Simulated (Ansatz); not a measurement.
Data:

Host crystal: monoclinic ZrO2, with a band gap (PBE, scalar-relativistic without spin-orbit coupling).

End structure of Cl on the 1x1 (100) surface of monoclinic ZrO2 (cut with top plane 2 O), one in a 1x1 cell, started at the site 'top O':

```xyz
25
Lattice="5.2418 0.0000 0.0000 0.0000 5.3788 0.0000 0.0000 0.0000 29.0000" Properties=species:S:1:pos:R:3 pbc="T T T"
O      1.0287     4.6930     9.7952
O      1.5922     2.0036     9.7952
Zr     0.3851     0.8845    10.8571
Zr     2.2357     3.5739    10.8571
O      3.8845     4.8514    11.6201
O      3.9781     2.1620    11.6201
O      1.2717     2.3532    12.3069
O      1.3492     5.0426    12.3069
Zr     2.9062     0.9371    13.0821
Zr     4.9565     3.6265    13.0821
O      3.4997     2.6974    14.1411
O      4.3629     5.3869    14.1411
O      0.8673     3.6394    14.8826
O      1.7431     0.9162    14.8220
Zr     0.2404     0.0109    15.9275
Zr     2.3331     2.6849    15.8988
O      3.8574     3.9739    16.7396
O      3.9053     1.2758    16.8605
O      1.2106     1.4790    17.1987
O      1.2668     4.1547    17.4671
Zr     2.8949    -0.0013    18.2616
Zr     4.8994     2.7104    18.2019
O      3.8447     1.4465    19.4481
O      3.9826     4.1383    19.2881
Cl     6.5062     1.3838    20.0445
```

Model: 25-atom slab, 9.4 Å thick at the start under the adsorbate (thin: gaps and levels are the slab's own), 4x4x1 mesh, Fermi-Dirac 0.01 eV, dipole correction, 12 atoms held, the rest relaxed; no symmetry held; spin-polarised, ending with about 0.6 μB a cell, a value that depends on the mesh; orders that need a larger cell were not tried, no spin-orbit, no U, no dispersion correction. The slab shows no gap over 0.04 eV on its mesh. At the end it is bonded to 2 Zr. In PBE this state lies 0.08 eV over the lowest of the starts that converged ('bridge O-O (span 5.2 Å)').

A negative adsorption energy means that the adsorbate is more stable on the surface than in its reference.

Q: Estimate the work function of the top face that PBE (Ansatz, a first-principles code) returns for this input.

A: 7.78 eV

Q: What is the computed adsorption energy against ½ Cl2(g) (PBE)?

A: 0.18 eV

Q: What change of the step from the bottom to the top vacuum level, against the clean slab does PBE give?

A: 0.62 eV
